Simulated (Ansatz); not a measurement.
**Be2C: energy against volume**

Be2C (antifluorite, Fm-3m, 6.758 Å³/atom and stress up to 0.01 GPa in the relaxed cell, cube axes along x, y and z) under hydrostatic pressure, with the cell free. PBE in Ansatz, a plane-wave DFT program (PAW, default set), 420 eV, 13×13×13 Γ-centred mesh, Fermi-Dirac smearing 0.05 eV; ions are relaxed, or left where forces stay under 0.02 eV/Å, within the symmetry of each cell.

Here V stands for volume and E for E less E0.

```csv
volume (Å³/atom),E less E0 (meV/atom),pressure (GPa)
6.8259,0.41,-1.98
6.7913,0.10,-0.98
6.7582,0.00,-0.01
6.7283,0.08,0.89
6.6896,0.44,2.09
6.6147,1.98,4.49
6.4834,7.47,9.00
6.3248,?,?
```

Problem. Using the third-order Birch-Murnaghan form, a cubic in V^(-2/3), estimate the missing E at V = 6.3248 from the other rows, showing the fit.

Solution. With u = V^(-2/3) - 0.2814, the rows have u = -0.0034969, -0.0025538, -0.0016441, -0.0008159, 0.0002652, 0.0023875, 0.0062061. Least squares gives E = 0.329 + 401.4·u + 121316·u² - 94139·u³. Residuals (row less fit): -0.003, 0.003, 0.003, -0.002, -0.004, 0.002, 0.000; standard error 0.004 (degrees of freedom: 3). Its minimum lies at u = -0.0016512, so V0 = (0.2797488)^(-3/2) = 6.758. There d²E/du² = 243600 and d³E/du³ = -564800, so B0 = (4/9) × 6.758^(-7/3) × 243600 × 0.160218 = 201 GPa (the last factor turns the table's units into GPa), and B0' = 4 + (2/3) × 0.2797488 × (-564800)/243600 = 3.6. B0' rests on the cubic coefficient alone and has a standard error of 0.4 from these residuals. At the withheld row, u = 0.0109942, so E = 0.329 + 401.4 × 0.0109942 + 121316 × 0.0109942² - 94139 × 0.0109942³ = 19.281 meV/atom. The calculation gives 19.30 meV/atom, 0.019 meV/atom above the prediction (0.1 % of the range of E in the table). The row lies outside the fitted rows, so this is an extrapolation. The scatter of the fitted rows lies at the last printed digit.

Other structures, which can take over under pressure, weren't tried. The same form fitted to the pressure column gives B0' = 3.5; series where the two differ by over 0.4 aren't shown. Rows are the converged runs of the series near zero and its far end, less any whose ions stayed unrelaxed beside relaxed ones; series whose fitted rows scatter by over a few per cent of the range, as at a crossing or softening among them, aren't shown in this form.
